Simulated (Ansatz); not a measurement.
## Refining one setting for Zr₅N₅O₂ (C2/m, 12 atoms in the cell)

```xyz
12
Lattice="5.2987 -1.5595 0.0000 5.2987 1.5595 0.0000 -2.5072 0.0000 8.9137" Properties=species:S:1:pos:R:3 pbc="T T T"
Zr     0.1479     0.0000     3.7706
Zr     7.9424     0.0000     5.1431
Zr     5.4087     0.0000     7.1849
Zr     2.6816     0.0000     1.7288
Zr     0.0000     0.0000     0.0000
N      4.0451     0.0000     4.4568
N      6.8210     0.0000     0.4681
N      1.2693     0.0000     8.4455
N      6.9366     0.0000     3.1350
N      1.1537     0.0000     5.7787
O     -1.4992     0.0000     7.0148
O      9.5895     0.0000     1.8989
```

Computed with LDA (PW92), default PAW files made with PBE (plane waves; Ansatz, a first-principles code).

The starting cell comes from a database of computed structures (which also holds hypothetical and non-ambient phases and stackings), without a prior relaxation at this level. In the base run, with a pressure of about -15 GPa the cell is away from its equilibrium volume at this level. Ansatz's pressure includes its estimate of the finite-basis (Pulay) stress.

Held fixed: kpoints.mp_grid.grid = 7 7 3; hamiltonian.xc = lda; hamiltonian.pseudopotentials = {kind: paw} (the program's default PAW files); scf.occupations.method = gaussian; scf.occupations.width = 0.01 Ry.

ΔF is the free energy per atom less that of the last row (61.7 Ry).

The first pressure column holds Ansatz's estimate of the finite-basis (Pulay) stress, which hides part of the cutoff error; the other is without it.

The series runs over basis.ecutwfc = 12.5 Ry; 15.4 Ry; 18.4 Ry; 21.7 Ry; 24.6 Ry; 27.9 Ry; 30.9 Ry; 35.6 Ry; 40.1 Ry; 46.3 Ry; 54 Ry; 61.7 Ry.

From which setting on does the energy stay within 5 meV/atom of the last one?

From basis.ecutwfc = 30.9 Ry on; the one before it is off by 19 meV/atom.

| basis.ecutwfc | ΔF (meV/atom) | pressure (GPa) | largest force (eV/Å) | pressure at a fixed set of plane waves (GPa) | plane waves | iterations |
|---|---|---|---|---|---|---|
| 12.5 Ry | 6044.4 | -11.53 | 1.056 | -224.27 | 735 | 10 |
| 15.4 Ry | 2414.9 | -23.76 | 0.842 | -125.15 | 1027 | 10 |
| 18.4 Ry | 915.1 | -15.73 | 0.678 | -65.64 | 1311 | 10 |
| 21.7 Ry | 269.9 | -13.32 | 0.557 | -33.60 | 1695 | 10 |
| 24.6 Ry | 80.9 | -14.60 | 0.525 | -22.02 | 2057 | 9 |
| 27.9 Ry | 18.8 | -15.08 | 0.530 | -17.18 | 2453 | 10 |
| 30.9 Ry | 4.4 | -15.09 | 0.534 | -15.69 | 2883 | 10 |
| 35.6 Ry | 0.44 | -15.07 | 0.534 | -15.11 | 3553 | 10 |
| 40.1 Ry | 0.25 | -15.06 | 0.534 | -15.07 | 4241 | 10 |
| 46.3 Ry | 0.17 | -15.07 | 0.534 | -15.07 | 5319 | 10 |
| 54 Ry | 0.11 | -15.07 | 0.534 | -15.07 | 6667 | 10 |
| 61.7 Ry | 0.00 | -15.07 | 0.534 | -15.08 | 8141 | 10 |

Keys are those of Ansatz 0.2.
